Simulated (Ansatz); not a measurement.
# The (111)A surface of zinc-blende AlAs, Al-terminated, 2x2 with 3 NH2 on 4 top atoms (bottom of the slab: 3 H on 4 bottom sites)

All values below come from PBE (plane waves to 420 eV, PAW; Ansatz, a quantum-chemistry and plane-wave program).

Set-up: 44 atoms, 14.8 Å thick at the start with caps and adatoms; mesh 3x3x1; 0.025 eV smearing; dipole correction on; 8 atoms held, the rest relaxed; no symmetry held; no spin, no spin-orbit, no U. It is one candidate, not shown to be the stable structure of the face.

* **gap of the slab on its k-mesh**: 1.37 eV
* **highest filled level below the top vacuum level**: 4.68 eV
* **energy released by relaxation**: 1.77 eV
* **cost**: roughly 40 core-minutes
